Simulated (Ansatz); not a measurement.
In on the Nb site in ferroelectric LiNbO3 (start: the Nb site; 120-site cell, 2×2×2 Γ-centred sampling). Calculation: PBE, PAW (plane waves to 420 eV; Ansatz, an electronic-structure program). Total energies of the localised charge states, counted from that of charge 0, and their image corrections (point charge with alignment); the host's valence-band maximum lies at 6.930 eV on the cells' energy zero and its gap is 3.53 eV.

```csv
charge,moment (μB),E − E(first) (eV),correction (eV)
0,2.0,0.000,0.000
−1,1.0,7.098,0.058
−2,not spin-polarised,14.197,0.155
```

Derive the transition levels above the valence-band maximum and say which of them are thermodynamic.

A level is the Fermi energy at which two charges have equal formation energy: ε(q/q′) = [E(q′) + corr(q′) − E(q) − corr(q)] / (q − q′) − E_VBM.
ε(0/−1) = [(7.098 + 0.058) − (0.000 + 0.000)] / 1 − 6.930 = 0.23 eV
ε(−1/−2) = [(14.197 + 0.155) − (7.098 + 0.058)] / 1 − 6.930 = 0.27 eV
Thermodynamic levels at least 0.1 eV inside the gap: (0/−1) at 0.23 eV; (−1/−2) at 0.27 eV. They hold to tenths of an eV in this cell. Charges from +1 to −2 were run; one beyond them could lie lower near a band edge. Adjacent levels lie within 0.1 eV of each other, so whether the charge between them is stable isn't decided. Charge +1 has its level within 0.1 eV of a band edge or past it. Flagged in the runs: a host whose relaxation on this sampling wasn't shown to rest, a strain field that reaches the edge of the cell.
